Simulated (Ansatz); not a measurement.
Base system: BeTe in the zinc blende structure (space group F-43m, No. 216; a = 5.657 Å).

Method: r2SCAN (Ansatz, a program for electronic structure, PAW, without spin-orbit coupling).

One change was made to it. Results:

| quantity | base | after |
|---|---|---|
| band gap | 2.38 eV | 2.26 eV |
| volume per atom | 22.63 Å³ | 21.61 Å³ |
| electron mass | 2.1 mₑ along k, 0.25 mₑ across (at X) | 1.8 mₑ along k, 0.24 mₑ across (at X) |

### Question
Name the change that was made.
(A) pressure −2 GPa
(B) pressure 50 GPa
(C) pressure 3 GPa
(D) pressure 30 GPa

### Answer
C, pressure 3 GPa. For comparison, the band gap in the other runs: pressure 50 GPa gives 1.11 eV; pressure 30 GPa gives 1.51 eV; pressure −2 GPa gives 2.46 eV.

With Te present, leaving out spin-orbit coupling can change the band edges. Load acts through the strain it causes; cell and atoms are relaxed under it. Masses are band curvatures over ±0.01 Å⁻¹ around the edge. Along k means along the line from Γ to the band edge. Stability against distortions was not tested. Competing high-pressure phases were not computed.
